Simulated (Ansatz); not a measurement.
# Cd, pressure series

The parent structure is Cd in the hcp (Mg type) structure (space group P6_3/mmc, No. 194; a = 3.0159 Å, c = 5.8216 Å).

Cell and atoms are relaxed at each pressure.

Computed with Ansatz (a quantum-chemistry and plane-wave program), PBE, PAW, cutoff 420 eV, scalar-relativistic without spin-orbit coupling, earlier PAW set.

Candidates:
(a) pressure 4.5 GPa
(b) pressure 9 GPa
(c) pressure −2 GPa

Base values:

The c/a ratio is 1.930.

### Question
Order them by c/a ratio, highest first.

### Answer
(c) pressure −2 GPa (1.997), (a) pressure 4.5 GPa (1.815), (b) pressure 9 GPa (1.792)

Load acts through the strain it causes; cell and atoms are relaxed under it. Stability against distortions was not tested. No other phases were tried under pressure.
